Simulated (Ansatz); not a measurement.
How the band gap of CuI (model structure, from the CsCl type, Pm-3m, No. 221) moves with the method

No measured value is used here.

| level (code) | value (eV) | cell (Å³/atom) |
|---|---|---|
| PBE (Ansatz) | 0.00 | 24.35 |
| PBEsol (Ansatz) | 0.00 | 22.17 |
| PBE-D3(BJ) (Ansatz) | 0.00 | 22.64 |
| r²SCAN (Ansatz) | 0.00 | 24.60 |
| HSE06 (Ansatz) | 0.55 | 24.60 |
| PBE0 (Ansatz) | 1.22 | 24.60 |

Computed values are for a static lattice. Levels without +SOC have no spin–orbit coupling; where heavier elements are present it shifts gaps, mostly down, and can invert bands. A gap of zero means that the bands touch or overlap; how far they overlap is not shown.  PBE, PBEsol, PBE-D3(BJ), r²SCAN, HSE06, PBE0: the gap is read on the k mesh or supercell of the run alone and can be too large. HSE06, PBE0: hybrids on metals are sensitive to the k mesh and can open a false gap. Values are at the level's own equilibrium cell; HSE06 at the r²SCAN cell; PBE0 at the r²SCAN cell. K meshes differ between the levels. Ansatz's density-functional and Hartree–Fock values are scalar-relativistic unless marked +SOC, with PAW data made under PBE.

A model structure was made by putting elements into a prototype or built by hand; it is no filed structure, need not be a known phase, and can be a saddle point held by its symmetry.

Ansatz is a program for electronic structure.
